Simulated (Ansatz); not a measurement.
Base system: CdSe in the zinc blende structure (space group F-43m, No. 216; a = 6.0075 Å).

Level of theory: LDA (Ansatz, a first-principles code, PAW, no SOC).

One change was made to it. Results:

```csv
quantity,base,after
band gap,0.41 eV,0.73 eV
density,5.86 g/cm³,6.97 g/cm³
shortest interatomic distance,2.601 Å,2.456 Å
"hole mass (degenerate bands, along [100])","0.042, 0.62, 0.62 mₑ (at Γ)","0.067, 0.49, 0.49 mₑ (at Γ)"
```

Problem. Which of these changes matches the shifts?
A. pressure −2 GPa
B. pressure 15 GPa
C. pressure 0.9 GPa
D. pressure 4.5 GPa

Solution. B, pressure 15 GPa. For comparison, the band gap in the other runs: pressure 0.9 GPa gives 0.43 eV; pressure −2 GPa gives 0.33 eV; pressure 4.5 GPa gives 0.54 eV.

Load acts through the strain it causes; cell and atoms are relaxed under it. Effective masses come from finite differences of ±0.01 Å⁻¹. Stability against distortions was not tested. Tetrahedral semiconductors of this kind turn to denser phases somewhere between about 1 and 50 GPa; those were not computed, so compressed cells here can lie past the real transition.
